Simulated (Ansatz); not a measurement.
An Ansatz (a first-principles code) input (Ansatz, PBE, PAW, cutoff 420 eV, no spin-orbit coupling):

Ansatz 0.2 input:
```yaml
crystal:
  lattice:
    - [0, 2.8993773323, 2.8993773323]
    - [2.8993773323, 0, 2.8993773323]
    - [2.8993773323, 2.8993773323, 0]
  atoms:
    - { symbol: Sb, position: [0, 0, 0] }
    - { symbol: Ga, position: [0.5, 0.5, 0.5] }
basis: { ecutwfc: 420, ecutrho_ratio: 4, xc_grid: 2, fft_grid_basis: typed }
kpoints: { mp_grid: { grid: [14, 14, 14] } }
hamiltonian:
  xc: pbe
  dispersion: none
  pseudopotentials: { kind: paw }
scf: { occupations: { method: fermi_dirac, width: 0.05 }, convergence: { dr2_threshold: 0.0000000002 } }
output: { forces: true, stress: true }
checkpoint: { write: state.ck, write_every: 1000 }
```

**Question.** Which symmetry and how many k-points will the program report, and about how many plane waves at Γ?

**Answer.** Space group Fm-3m (ITA 225) with 48 operations, k-points 104 of 2744, and 941 plane waves at Γ.

Stability against distortions was not tested. The final runs are not spin-polarised. The cell is GaSb in the rock salt structure (space group Fm-3m, No. 225; a hypothetical phase, not in the database extracts checked).
